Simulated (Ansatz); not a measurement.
# SnSe2: response to strain

Consider SnSe2 in the CdI2 type structure (space group P-3m1, No. 164; a = 3.840 Å, c = 6.007 Å; layered, stacked along the Cartesian z axis). Axes: x lies along a and z along c of the hexagonal cell.

Strains are applied to the cell and any free atomic positions relax.

Method: Ansatz (a quantum-chemistry and plane-wave program) PBE-D3(BJ), without spin-orbit coupling.

Notes on the quantities. energy relative to the base: free energy F.

```csv
uniaxial strain ε_zz (%),energy relative to the base (meV/atom)
-3,2.5
-2.5,1.7
-2,1.1
-1.5,0.6
-1,?
-0.5,0.1
0,0.0
```

Fit ΔE = Aε² + Bε³ (ε in %) to the rows shown and predict the withheld row.

Least squares on the printed values gives A = 0.262 and B = -0.0051 meV/atom (largest residual 0.0 meV/atom); this predicts 0.3 meV/atom, and the run gives 0.3 meV/atom, in agreement.

Stability against distortions was not tested.
